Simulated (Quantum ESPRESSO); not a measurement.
## Several settings converged on NbH (I4mm, 2 atoms in the cell)

```
NbH
1.0
    1.59893    -1.59893     1.97438
    1.59893     1.59893     1.97438
   -1.59893    -1.59893     1.97438
Nb H
1 1
Direct
  0.00000   0.01266   0.01266
  0.00000   0.50000   0.50000
```

Base method: PBEsol, PSlibrary PAW (PBE) pseudopotentials (plane waves; Quantum ESPRESSO).

Base settings: ecutwfc = 55 Ry; ecutrho = 330 Ry; occupations = smearing; smearing = fermi-dirac; degauss = 0.0073499 Ry; input_dft = pbesol; potentials = {Nb: Nb.pbe-spn-kjpaw_psl.1.0.0.UPF, H: H.pbe-kjpaw_psl.1.0.0.UPF}; K_POINTS = automatic 10 10 10 0 0 0; conv_thr = 1e-10 Ry; mixing_beta = 0.4.

The count of work is k-points × plane waves × bands × iterations; it is no time. Core times come from one kind of shared machine, to one figure; runs under 30 s give none.

**Shifted k-point meshes**

Only quantities that move along the ladder and can be compared are tabulated.

```csv
K_POINTS,free energy less the last step's (meV/atom),pressure (GPa),largest difference of a force vector from the last step's (eV/Å),count of work / last
automatic 2 2 2 1 1 1,525.13,6.35,0.064,0.0016
automatic 4 4 4 1 1 1,2.24,-7.00,0.016,0.0057
automatic 6 6 6 1 1 1,6.22,-4.94,0.005,0.013
automatic 8 8 8 1 1 1,-1.75,-5.45,0.000,0.026
automatic 10 10 10 1 1 1,0.48,-5.27,0.003,0.046
automatic 31 31 31 1 1 1,0.00,-5.41,0.000,1.0
```

Coarsest K_POINTS that holds the pressure within 1 GPa of the last step, with all finer ones: automatic 6 6 6 1 1 1, at 0.013 of the last step's count of work; the step before is off by 1.6 GPa.

Coarsest K_POINTS that holds the forces within 0.02 eV/Å of the last step, with all finer ones: automatic 4 4 4 1 1 1, at 0.0057 of the last step's count of work; the step before is off by 0.064 eV/Å.

Coarsest K_POINTS that holds the free energy within 5 meV/atom of the last step, with all finer ones: automatic 8 8 8 1 1 1, at 0.026 of the last step's count of work; the step before is off by 6.2 meV/atom.

**The k-point mesh at a smearing width of 0.3 eV**

In this ladder: degauss = 0.02205 Ry.

Only quantities that move along the ladder and can be compared are tabulated.

| K_POINTS | free energy less the last step's (meV/atom) | pressure (GPa) | count of work / last |
|---|---|---|---|
| automatic 5 5 5 0 0 0 | -7.29 | -4.67 | 0.011 |
| automatic 7 7 7 0 0 0 | 0.73 | -4.44 | 0.024 |
| automatic 11 11 11 0 0 0 | 0.25 | -4.38 | 0.076 |
| automatic 23 23 23 0 0 0 | 0.00 | -4.39 | 0.57 |
| automatic 28 28 28 0 0 0 | 0.00 | -4.39 | 1.0 |

Coarsest K_POINTS that holds the free energy within 1 meV/atom of the last step, with all finer ones: automatic 7 7 7 0 0 0, at 0.024 of the last step's count of work; the step before is off by 7.3 meV/atom.

Coarsest K_POINTS that holds the pressure within 0.05 GPa of the last step, with all finer ones: automatic 7 7 7 0 0 0, at 0.024 of the last step's count of work; the step before is off by 0.28 GPa.

**The mesh under tetrahedron occupations**

In this ladder: occupations = tetrahedra_opt; smearing = default; degauss = default.

Only quantities that move along the ladder and can be compared are tabulated.

| K_POINTS | free energy less the last step's (meV/atom) | pressure (GPa) | count of work / last | core time / last (rough) |
|---|---|---|---|---|
| automatic 6 6 6 0 0 0 | 30.33 | -4.70 | 0.020 | – |
| automatic 9 9 9 0 0 0 | 10.57 | -5.11 | 0.051 | – |
| automatic 14 14 14 0 0 0 | 3.17 | -5.37 | 0.17 | 0.3 |
| automatic 22 22 22 0 0 0 | 0.42 | -5.44 | 0.57 | 0.6 |
| automatic 27 27 27 0 0 0 | 0.00 | -5.46 | 1.0 | 1 |

Coarsest K_POINTS that holds the pressure within 0.1 GPa of the last step, with all finer ones: automatic 14 14 14 0 0 0, at 0.17 of the last step's count of work and about 0.3 of the last step's time; the step before is off by 0.34 GPa.

Coarsest K_POINTS that holds the free energy within 2 meV/atom of the last step, with all finer ones: automatic 22 22 22 0 0 0; the step before is off by 3.2 meV/atom.

On the base run: the starting cell comes from a database of computed structures (which also holds hypothetical and non-ambient phases and stackings), without a prior relaxation at this level. Its lattice was rescaled by up to half a per cent. One atom was moved a little off its site on purpose. Spin polarisation is off. In the base run, with a pressure of about -6 GPa the cell is away from its equilibrium volume at this level.
